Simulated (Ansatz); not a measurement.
PbS in the rock salt structure (space group Fm-3m, No. 225)

PbS has the cubic space group Fm-3m (No. 225), the rock salt structure, Pearson symbol cF8. Lattice parameters: a = 5.975 Å, b = 5.975 Å, c = 5.975 Å, α = 90.00°, β = 90.00°, γ = 90.00°. Pb on 4a has 6 S at 2.987 Å (octahedral). S on 4b is surrounded by 6 Pb at 2.987 Å (octahedral). (Neighbours: up to the widest gap in distance over summed covalent radii, below 1.35, at either atom; cation-cation and far metal-metal contacts left out.)
(The calculation used a cell of 2 atoms; values per cell refer to that cell.)

Method: r2SCAN (Ansatz, a quantum-chemistry and plane-wave program), no spin-orbit coupling. k-mesh 10×10×10 (Γ-centred); smearing 0.05 eV (Fermi–Dirac).

```yaml
volume_per_atom: 26.66 Å³
density: 7.45 g/cm³
band_gap: 0.69 eV, direct at L
electron_mass: 0.19 mₑ along k, 0.17 mₑ across
Lowest conduction-band minima above the VBM: L along ⟨111⟩ 0.69 eV; a point along ⟨110⟩, about 0.6 Å⁻¹ from Γ 1.58 eV
total_energy: -6414.001 eV/atom (σ→0; compares only within this code and set-up)
```

With Pb present, leaving out spin-orbit coupling can change the band edges. Effective masses come from finite differences of ±0.01 Å⁻¹. Along k means along the line from Γ to the band edge. No phonon test of stability was made.
